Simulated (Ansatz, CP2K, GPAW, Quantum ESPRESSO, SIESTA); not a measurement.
One structure in several programs: Ni3Pb2Se2 (R-3m, 7 atoms in the cell)

Self-consistent single point.

```
CELL_PARAMETERS angstrom
      2.85635     1.64911     4.84348
     -2.85635     1.64911     4.84348
      0.00000    -3.29823     4.84348
ATOMIC_POSITIONS crystal
  Ni 0.00000 0.00000 0.50000
  Ni 0.50000 0.00000 0.00000
  Ni 0.00000 0.50000 0.00000
  Pb 0.00000 0.00000 0.00000
  Pb 0.50000 0.50000 0.50000
  Se 0.72264 0.72264 0.72264
  Se 0.27736 0.27736 0.27736
```

All programs got the same cell, k-point mesh and kind of occupations (in Ansatz's words: kpoints.mp_grid.grid = 4 4 4; scf.occupations.method = gaussian; scf.occupations.width = 0.1 eV); potentials, basis and cutoffs are each program's usual ones.

```json
[
 {"code": "Quantum ESPRESSO", "model": "PBEsol, PSlibrary PAW (PBE) pseudopotentials", "pressure (GPa)": "-4.90", "largest force (eV/Å)": "0.167", "k-points": "13", "cutoff": "55 Ry"},
 {"code": "SIESTA", "model": "GGA PBEsol, numerical atomic orbitals DZP, PseudoDojo PBEsol standard norm-conserving potentials (rewritten from UPF to PSML)", "pressure (GPa)": "-2.69", "largest force (eV/Å)": "0.602", "k-points": "44", "cutoff": "grid 400 Ry"},
 {"code": "CP2K", "model": "PBEsol, GPW, DZVP-MOLOPT-PBE-GTH basis, GTH-PBE potentials (POTENTIAL_UZH)", "pressure (GPa)": "-1.80", "largest force (eV/Å)": "0.043", "k-points": "36", "cutoff": "grid 600 Ry"},
 {"code": "Ansatz", "model": "PBEsol, PAW files made with PBE", "pressure (GPa)": "-4.84", "largest force (eV/Å)": "0.305", "k-points": "13", "cutoff": "default"},
 {"code": "GPAW", "model": "PBEsol, GPAW PAW datasets PBEsol (made by gpaw-setup)", "pressure (GPa)": "-4.55", "largest force (eV/Å)": "0.172", "k-points": "13", "cutoff": "850 eV"}
]
```

The spread over the programs that give each value: pressure within 3.10 GPa; largest force within 0.559 eV/Å.

The starting cell comes from a database of computed structures (which also holds hypothetical and non-ambient phases and stackings), without a prior relaxation at this level. On Ansatz's run: Spin-orbit coupling is off. Spin polarisation is off, so a magnetic state, if there is one, cannot be reached. In the base run, with a pressure of about -5 GPa the cell is away from its equilibrium volume at this level.

Problem. Why do the programs differ, and what cannot be compared?

Solution. Differences of this kind can come from the potentials, where these differ, and from what each basis and cutoff leave unconverged. The valence holds different numbers of electrons (Quantum ESPRESSO 70, SIESTA 114, CP2K 74, Ansatz (an electronic-structure program) 114, GPAW 88). The zero of total energies and Fermi levels follows the potentials and each program's conventions, so they are not compared here. SIESTA and CP2K use small atom-centred bases, whose incompleteness enters pressures, forces and empty levels differently from a plane-wave cutoff. Ansatz's pressure is given at a fixed set of plane waves, as the other plane-wave codes print theirs; with its correction for the finite basis it is -4.80 GPa. The programs reduce the same mesh by symmetry to different extents, which changes the work and not the result. In the pressure, SIESTA (by 2.16) and CP2K (by 3.04) lie more than 1 GPa from the median of the plane-wave programs. In the force vectors, SIESTA (by 0.774), CP2K (by 0.129) and Ansatz (by 0.133) lie more than 0.08 eV/Å from the median of the plane-wave programs.

Left out of this page: ABINIT (failed or unconverged); Elk (not drawn, or without a comparable value); FLEUR (with a known weakness of the program).

Keys are those of Ansatz 0.2.
